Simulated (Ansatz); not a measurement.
Band structure of SrB6 (Pm-3m, 7 atoms in the cell).

```
SrB6
1.0
    4.19021     0.00000     0.00000
    0.00000     4.19021     0.00000
    0.00000     0.00000     4.19021
Sr B
1 6
Direct
  0.00000   0.00000   0.00000
  0.20314   0.50000   0.50000
  0.79686   0.50000   0.50000
  0.50000   0.20314   0.50000
  0.50000   0.79686   0.50000
  0.50000   0.50000   0.20314
  0.50000   0.50000   0.79686
```

Computed with PBEsol, PAW files made with PBE (plane waves; Ansatz, a quantum-chemistry and plane-wave program).

Settings: basis.ecutwfc = 420 eV; kpoints.mp_grid.grid = 5 5 5; hamiltonian.xc = pbesol; hamiltonian.pseudopotentials = {kind: paw} (the program's default PAW files); scf.occupations.method = fermi_dirac; scf.occupations.width = 0.05 eV; kpoints.band_path.npoints = 8.

The starting cell comes from a database of computed structures (which also holds hypothetical and non-ambient phases and stackings), without a prior relaxation at this level.

Levels in eV from the Fermi level, bands 11 to 18:
| point | 11 | 12 | 13 | 14 | 15 | 16 | 17 | 18 |
|---|---|---|---|---|---|---|---|---|
| Γ | -5.21 | -0.35 | -0.35 | -0.35 | 2.74 | 2.74 | 2.74 | 4.01 |
| X | -2.14 | -2.14 | -1.67 | -0.15 | 0.02 | 3.54 | 3.54 | 4.41 |
| M | -2.69 | -2.69 | -1.38 | -1.38 | 3.31 | 3.31 | 5.26 | 5.29 |
| R | -3.78 | -1.01 | -1.01 | -1.01 | 5.32 | 5.36 | 6.76 | 6.76 |

No band crosses the Fermi level by more than 0.03 eV along this path.

Keys are those of Ansatz 0.2.
